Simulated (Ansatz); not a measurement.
Bond-angle distributions (per cent of the angles at each element, bins of 10°) of a relaxed model of amorphous Si₃₆Ge₃₆ at 3.81 g/cm³. All values below come from PBE, scalar-relativistic without spin-orbit coupling (plane waves to 420 eV, PAW; Ansatz, a quantum-chemistry and plane-wave program).

Preparation: random packing, a CHGNet melt and quench, and a DFT relaxation. The hot cell started wider than the set density and was brought back towards it in steps. It is the lowest in DFT energy of 4 quenches. It is a model cell: composition and starting density were chosen by hand, and all elements were melted together. No dispersion term was used. Its density started from a set value of 3.65 and ended at 3.81 g/cm³. The simulated quench (nominally 100 K/ps over its main leg) is rapid and tends to freeze in more defects than a deposited or slowly cooled glass has. A cell of this size samples the disorder only roughly. The volume was free in the relaxation, at fixed shape. Stress components on the final sampling reach 1.5 GPa. On a 2×2×2 Γ-centred mesh force components of up to 0.24 eV/Å stay, since the relaxation ran on one k-point at (1/4, 1/4, 1/4).

Bonds are counted up to Si-Si 2.72 Å, Si-Ge 2.78 Å, Ge-Ge 2.85 Å.

```
angle (°)  at Si  at Ge
---------  -----  -----
50-60          1      0
60-70          0      3
70-80          2      5
80-90          9      8
90-100        18     22
100-110       30     20
110-120       20     20
120-130       13     11
130-140        4      5
140-150        1      2
150-160        0      2
160-170        2      1
170-180        0      0
```

They go with these counts of neighbours within the cut-offs, cation contacts included: Si mean 4.1, most often 4; Ge mean 4.0, most often 4.
